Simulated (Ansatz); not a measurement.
Start from TiSi2 (space group Cmcm, No. 63).

```xyz
6
Lattice="1.7574 -6.6740 0.0000 1.7574 6.6740 0.0000 0.0000 0.0000 3.5571" Properties=species:S:1:pos:R:3 pbc="T T T"
Si     1.7574    -5.8726     2.6678
Si     1.7574     5.8726     0.8893
Si     1.7574     3.3313     2.6678
Si     1.7574    -3.3313     0.8893
Ti     1.7574    -1.3679     2.6678
Ti     1.7574     1.3679     0.8893
```

Cartesian axes are those of the cell as printed.

The values are results of PBEsol (Ansatz, a program for electronic structure; PAW; 420 eV plane waves; no spin-orbit coupling), not measurements.

Before the change:

```
Quantity                        Result
-----------------------------  -------
Band gap                          zero
Shortest interatomic distance  2.394 Å
```

Modification: uniaxial stress, 3 GPa tension along x, with the cell and atoms free to relax against it.

Q: What happens to the energy relative to the base?

A: The energy increases by 1.7 meV/atom.

Q: What does the calculation give for the band gap after the change?

A: The band gap remains zero.

Q: What does the calculation give for the shortest interatomic distance after the change?

A: The shortest interatomic distance remains 2.394 Å.

Without a gap, meshes like the base's 14×14×13 leave anisotropic stresses uncertain by several tenths of a GPa, and small strain energies with them. Load acts through the strain it causes; cell and atoms are relaxed under it. Beyond what the load breaks, stability against distortions was not tested. The final runs are not spin-polarised.
